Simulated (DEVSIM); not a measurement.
Structure: p-channel Ge fully depleted SOI MOSFET with SiON, at 300 K.

```
Quantity                                                      Value
-----------------------  ------------------------------------------
Gate length                                                   40 nm
Source drain length                                           32 nm
Dielectric thickness                                           1 nm
Lateral straggle                                             1.4 nm
Underlap                                                       0 nm
Body thickness                                              10.7 nm
Buried oxide                                                  10 nm
Gate work function                                          4.41 eV
Source and drain doping  4.8e19 cm⁻³, Gaussian tails under the gate
Body doping                                               3e16 cm⁻³
Lifetime                                                     2e-7 s
Supply                                                        0.8 V
Back work function                                          3.97 eV
Back or body bias                                            -0.5 V
```

All mobilities are scaled by 0.2; velocity saturation, μ/(1 + (μE/vsat)^b)^(1/b) with b = 2 for electrons and 1 for holes and E the electric field along each mesh edge, is on. Mobility is constant in doping.

Constants are typed, rounded textbook-type inputs, not results; the design itself was drawn at random and stands for no fabricated device. Values at 300 K.

Ge: gap (eV) 0.664, affinity (eV) 4, permittivity 16, Nc (cm⁻³) 1.04e19, Nv (cm⁻³) 6e18, μn (cm²/Vs) 3900, μp (cm²/Vs) 1900, vsat,n (cm/s) 6.5e6, vsat,p (cm/s) 6e6. SiON: gap (eV) 7, affinity (eV) 1.4, permittivity 5.5. SiO2: gap (eV) 9, affinity (eV) 0.9, permittivity 3.9.

Simulated with DEVSIM: 2D drift-diffusion, Boltzmann statistics, complete ionisation; no quantum confinement, tunnelling, impact ionisation, self-heating, contact resistance or fringe fields beside the gate. Metal contacts follow the ideal Schottky-Mott rule: no Fermi-level pinning, no interface dipoles.

Transfer curves, |Id| in μA/μm:

```tsv
Vg (V)	Vd = -0.05 V	Vd = -0.8 V
0.24	0.0003895	0.003336
0.2	0.001026	0.008528
0.16	0.002706	0.02178
0.12	0.007150	0.05551
0.08	0.01892	0.1410
0.04	0.05011	0.3558
0	0.1326	0.8873
-0.04	0.3477	2.087
-0.08	0.8983	4.683
-0.12	2.252	9.976
-0.16	5.340	19.76
-0.2	11.62	35.23
-0.24	22.45	58.38
-0.28	38.57	89.86
-0.32	59.61	129.0
-0.36	84.65	175.2
-0.4	112.7	227.6
-0.44	142.8	284.8
-0.48	174.2	346.3
-0.52	206.0	411.2
-0.56	237.8	478.9
-0.6	269.1	549.0
-0.64	299.5	621.1
-0.68	328.7	695.0
-0.72	356.5	770.5
-0.76	382.9	847.2
-0.8	407.9	924.9
```

Work out the subthreshold swing at low drain bias from the rows at 0.08 and 0.04 V, and compare it with the thermal limit.

log10(0.05011/0.01892) = 0.423 over 40.0 mV, so S = 94.6 mV/decade. The limit kT/q ln 10 is 59.5 mV/decade; the ratio is 1.59. This is the steepest step of the table.

Find both thresholds at the constant current 0.1 μA × (1 μm/L) a micrometre, and the DIBL.

The current is 2.50 μA/μm. Interpolating ln Id gives -0.125 V and -0.049 V; their difference over the 0.75 V of drain bias is 100 mV/V.

Give the natural length λ = √(ε_body t_body t_ox / (ε_ox)) and the gate length in units of it.

λ = 5.58 nm and L/λ = 7.2. The formula is that for thin layers, and L is the gate's length, not the shorter one between the doping tails.

Source and drain are degenerate, where Boltzmann statistics are only rough. The electric field that drives the saturation includes the junctions' built-in field, which lowers the mobility there even at small currents: subthreshold currents come out too low, a known weakness of this choice.
